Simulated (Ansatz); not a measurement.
## Sn: response to strain

The reference is Sn in the diamond structure (space group Fd-3m, No. 227; a = 6.4745 Å; relaxed with 0.1 eV smearing). Axes: x, y, z lie along the cube axes.

Strains are applied to the cell and any free atomic positions relax; under biaxial strain the out-of-plane vector relaxes too.

Level of theory: LDA (Ansatz, a program for electronic structure), scalar-relativistic without spin-orbit coupling.

Notes on the quantities. energy relative to the base: free energy F.

| biaxial strain, plane normal [001], relaxed out of plane (%) | energy relative to the base (meV/atom) |
|---|---|
| 0 | 0.0 |
| 0.5 | 0.4 |
| 1 | ? |
| 1.5 | 3.0 |
| 2 | 5.3 |
| 2.5 | 8.2 |
| 3 | 11.6 |

### Question
Fit ΔE = Aε² + Bε³ (ε in %) to the rows shown and predict the withheld row.

### Answer
Least squares on the printed values gives A = 1.40 and B = -0.037 meV/atom (largest residual 0.1 meV/atom); this predicts 1.4 meV/atom, and the run gives 1.4 meV/atom, in agreement.

Stability against distortions was not tested.
